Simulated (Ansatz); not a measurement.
Functionals compared on the (10-13) surface of hcp Cd in its 1x1 cell, outermost plane spacing 0.26 Å in the ideal cut, in Ansatz (plane waves, PAW). The structure was relaxed with PBE; the other rows are single points on it, each with its references at the same level. Cutoff 420 eV (500 eV for r2SCAN).

Slab: 14 atoms, 9.5 Å thick at the start (thin: gaps and levels are the slab's own); k 13x4x1, smearing 0.1 eV, dipole-corrected; all atoms relaxed; held to the part of the start's symmetry that mesh and held atoms allow; no spin, no spin-orbit, no U. These notes are the PBE run's.

| functional | surface energy (J/m²) | work function of the top face (eV) | rough cost of the single point |
|---|---|---|---|
| PBE | 0.41 | 3.90 | – |
| LDA | 0.67 | 4.24 | roughly 6 core-minutes |
| PBEsol | 0.60 | 4.00 | about 6 core-minutes (a rough figure) |
| RPBE | [?] | [?] | very roughly 7 core-minutes |
| r2SCAN | 0.55 | 3.95 | around 11 core-minutes (rough) |

Fill in the missing entries.


- RPBE, surface energy (J/m²): 0.28
- RPBE, work function of the top face (eV): 3.74

Ansatz is an electronic-structure program.
